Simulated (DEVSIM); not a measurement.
**abrupt Si p-n junction**

Structure: abrupt Si p-n junction, at 250 K.

```csv
layer (left to right),material,thickness (μm),Nd (cm⁻³),Na (cm⁻³),τn (s),τp (s)
1,Si,56.0,-,2.5e16,0.00051,0.00051
2,Si,0.640,1.6e16,-,0.00051,0.00051
```

Left contact: ohmic. Right contact: ohmic. Voltage is applied to the left contact. Recombination: SRH at mid-gap, radiative, Auger. Mobility is μmin + (μ − μmin)/(1 + (N/Nref)^α).

Constants are typed, rounded textbook-type inputs, not results; the design itself was drawn at random and stands for no fabricated device. Values at 300 K; Nc and Nv go as T^1.5, mobilities as T to minus their exponent, the gap by Varshni's rule with the affinity fixed.

| parameter | Si |
|---|---|
| gap (eV) | 1.124 |
| affinity (eV) | 4.05 |
| permittivity | 11.7 |
| Nc (cm⁻³) | 2.86e19 |
| Nv (cm⁻³) | 3.1e19 |
| μn (cm²/Vs) | 1417 |
| μp (cm²/Vs) | 470 |
| μn,min | 52 |
| μp,min | 45 |
| Nref,n | 9.7e16 |
| Nref,p | 2.2e17 |
| αn | 0.68 |
| αp | 0.72 |
| T exponent of μn | 2.3 |
| T exponent of μp | 2.2 |
| B (cm³/s) | 4.7e-15 |
| Cn (cm⁶/s) | 2.8e-31 |
| Cp (cm⁶/s) | 9.9e-32 |
| Varshni α (eV/K) | 0.000473 |
| Varshni β (K) | 636 |

Model (solved in DEVSIM): 1D drift-diffusion, Boltzmann statistics, complete ionisation; no tunnelling, impact ionisation, image-force lowering or self-heating.

| Quantity | Value |
|---|---|
| Potential step across the device at zero bias | 0.833 V |
| Largest field in the device at zero bias | 49000 V/cm |
| Dark forward voltage at 1 A/cm² | 0.688 V |
| Dark forward voltage at 100 A/cm² | 0.980 V |

Dark reverse current:

| V (V) | J (A/cm²) |
|---|---|
| -0.04 | -3.4e-14 |
| -0.10 | -5.5e-14 |
| -0.20 | -8.0e-14 |
| -0.30 | -1.0e-13 |
| -0.40 | -1.3e-13 |
| -0.60 | -1.7e-13 |
| -0.80 | -2.1e-13 |
| -1.00 | -2.4e-13 |
| -1.30 | -2.9e-13 |
| -1.60 | -3.4e-13 |
| -2.00 | -4.0e-13 |

Dark forward current:

(V (V), J (A/cm²)): (0.05, 2.3e-13); (0.10, 2.1e-12); (0.15, 2.0e-11); (0.20, 2.0e-10); (0.30, 2.0e-8); (0.35, 2.0e-7); (0.40, 2.0e-6); (0.45, 2.0e-5); (0.50, 0.00020); (0.55, 0.0020); (0.60, 0.020); (0.70, 1.6); (0.75, 8.1); (0.80, 21); (0.85, 39); (0.90, 60); (0.95, 85); (1.05, 140); (1.10, 180); (1.15, 210); (1.20, 250); (1.25, 290); (1.30, 340); (1.35, 390); (1.45, 500); (1.50, 560); (1.55, 620); (1.60, 690)
